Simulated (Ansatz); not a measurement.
Base system: ZnS in the wurtzite structure (space group P6_3mc, No. 186; a = 3.845 Å, c = 6.305 Å). Axes: x lies along a and z along c of the hexagonal cell.

Method: Ansatz (an electronic-structure program) PBE, no SOC.

Perturbation: an isotropic linear strain of +3.00 %; the atoms relax in the strained cell.

### Question
Predict the stress tensor and what it implies for the stiffness.

### Answer
Stress of the strained cell less that of the base (GPa, compression positive):
```
  -4.99    0.00    0.00
   0.00   -4.99    0.00
   0.00    0.00   -5.13
```

Then B = −ΔP/(ΔV/V₀) with ΔV/V₀ = 0.0927 gives secant stiffness values (nonlinear terms included at this strain): B (at held cell shape, above the free-shape value) ≈ 54 GPa.

As a check, the harmonic strain energy −½ V₀ Δσ:ε is 29 meV/atom; the computed energy rise is 32 meV/atom.

Whether these cells are dynamically stable was not tested.
